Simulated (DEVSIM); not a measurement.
abrupt InP p-n junction

Structure: abrupt InP p-n junction, at 300 K.

| layer (left to right) | material | thickness (μm) | Nd (cm⁻³) | Na (cm⁻³) | τn (s) | τp (s) |
|---|---|---|---|---|---|---|
| 1 | InP | 0.650 | - | 2.8e17 | 3.3e-8 | 3.3e-8 |
| 2 | InP | 4.50 | 7.2e14 | - | 3.3e-8 | 3.3e-8 |

Left contact: ohmic. Right contact: ohmic. Voltage is applied to the left contact. Recombination: SRH at mid-gap, radiative, Auger. Mobility is constant in doping.

Constants are typed, rounded textbook-type inputs, not results; the design itself was drawn at random and stands for no fabricated device. Values at 300 K.

| parameter | InP |
|---|---|
| gap (eV) | 1.344 |
| affinity (eV) | 4.38 |
| permittivity | 12.5 |
| Nc (cm⁻³) | 5.7e17 |
| Nv (cm⁻³) | 1.1e19 |
| μn (cm²/Vs) | 5200 |
| μp (cm²/Vs) | 170 |
| B (cm³/s) | 1.2e-10 |
| Cn (cm⁶/s) | 9e-31 |
| Cp (cm⁶/s) | 9e-31 |

Simulated with DEVSIM: 1D drift-diffusion, Boltzmann statistics, complete ionisation; no tunnelling, impact ionisation, image-force lowering or self-heating.

```json
{
 "potential_step_across_the_device_at_zero_bias": "1.077 V",
 "largest_field_in_the_device_at_zero_bias": "30000 V/cm",
 "Dark forward voltage at 1 A/cm²": "0.906 V",
 "Dark forward voltage at 100 A/cm²": "1.060 V"
}
```

Dark reverse current:

```json
[
 {"V (V)": "-0.04", "J (A/cm²)": "-2.1e-10"},
 {"V (V)": "-0.10", "J (A/cm²)": "-4.2e-10"},
 {"V (V)": "-0.20", "J (A/cm²)": "-7.0e-10"},
 {"V (V)": "-0.30", "J (A/cm²)": "-9.6e-10"},
 {"V (V)": "-0.40", "J (A/cm²)": "-1.2e-9"},
 {"V (V)": "-0.60", "J (A/cm²)": "-1.6e-9"},
 {"V (V)": "-0.80", "J (A/cm²)": "-2.1e-9"},
 {"V (V)": "-1.00", "J (A/cm²)": "-2.4e-9"},
 {"V (V)": "-1.30", "J (A/cm²)": "-2.9e-9"},
 {"V (V)": "-1.60", "J (A/cm²)": "-3.4e-9"},
 {"V (V)": "-2.00", "J (A/cm²)": "-4.0e-9"}
]
```

Small-signal capacitance in reverse bias (quasi-static):

| V (V) | C (nF/cm²) |
|---|---|
| -0.04 | 7.93 |
| -0.1 | 7.70 |
| -0.2 | 7.36 |
| -0.3 | 7.06 |
| -0.4 | 6.79 |
| -0.6 | 6.34 |
| -0.8 | 5.97 |
| -1 | 5.66 |
| -1.3 | 5.27 |
| -1.6 | 4.95 |
| -2 | 4.61 |
